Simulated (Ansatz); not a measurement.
```xyz
2
Lattice="3.6540 0.0000 0.0000 -1.8270 3.1645 0.0000 1.8270 1.0548 2.9835" Properties=species:S:1:pos:R:3 pbc="T T T"
Sr     0.0000     2.1097     1.4917
O      0.0000     0.0000     0.0000
```

Space group of this cell: Fm-3m, rock salt. The cell is taken as given.

Transport runs along the normal of the first two printed cell vectors, the (111) plane of the conventional cell.

The gap is the functional's own, uncorrected, and κ follows it; spin-orbit coupling is left out. Mid-gap values are interpolated between the computed energies.

Predict the band gap and the smallest decay constant κ at mid-gap from Ansatz (a program for electronic structure) with r2SCAN.

Gap 3.80 eV on a 12×12×12 mesh; κ = 0.353 1/Å, at the zone centre.
